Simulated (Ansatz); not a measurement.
The parent structure is GaP in the zinc blende structure (space group F-43m, No. 216; a = 5.439 Å). Axes: x, y, z lie along the cube axes.

All numbers come from Ansatz (a program for electronic structure), PBEsol, PAW, cutoff 420 eV, no SOC.

Base values:

| Item | Result |
|---|---|
| Pressure | 0.00 GPa |
| Valence-band top at Γ | 0.00, 0.00, 0.00 eV |
| Band gap | 1.45 eV |
| Shortest interatomic distance | 2.355 Å |

The change: biaxial strain −1.67 %, plane normal [111], relaxed out of plane (Cartesian); in-plane vectors clamped, the third vector and the atoms free.

**Question.** How does this affect the pressure?

**Answer.** The pressure (mean of the normal stresses, compression positive) goes from zero to 2.32 GPa.

**Question.** What happens to the valence-band top at Γ?

**Answer.** The valence-band top at Γ (three highest levels, from the VBM) changes from 0.00, 0.00, 0.00 eV to 0.00, 0.00, -0.22 eV.

**Question.** Estimate the effect on the band gap.

**Answer.** The band gap drops by 0.156 eV (1.45 eV → 1.30 eV).

**Question.** What happens to the shortest interatomic distance?

**Answer.** The shortest interatomic distance drops by 0.025 Å (2.355 Å → 2.330 Å).

Whether these cells are dynamically stable was not tested.
